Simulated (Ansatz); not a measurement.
Base system: Tl in the hcp (Mg type) structure (space group P6_3/mmc, No. 194; a = 3.476 Å, c = 5.472 Å; relaxed with 0.1 eV smearing). Axes: x lies along a and z along c of the hexagonal cell.

All numbers come from Ansatz (a first-principles code) PBEsol, spin-orbit coupling left out.

For the base:

| Quantity | Result |
|---|---|
| Pressure | 0.0 GPa |
| Shortest interatomic distance | 3.393 Å |
| Band gap | zero |

One thing is altered: the cell is compressed by 1.50 % along x with no lateral relaxation, atoms relaxed at fixed cell.

**Question.** Predict the new energy relative to the base.

**Answer.** The energy rises by 0.8 meV/atom.

**Question.** Estimate the effect on the pressure.

**Answer.** The pressure (mean of the normal stresses, compression positive) goes from zero to 0.5 GPa.

**Question.** How does this affect the shortest interatomic distance?

**Answer.** The shortest interatomic distance shrinks by 0.020 Å to 3.373 Å.

**Question.** Predict the new largest internal atomic displacement.

**Answer.** The largest internal atomic displacement is 0.017 Å.

**Question.** What does the calculation give for the band gap after the change?

**Answer.** The band gap stays zero.

The cells carry an imposed strain or load. No phonon test of stability was made.
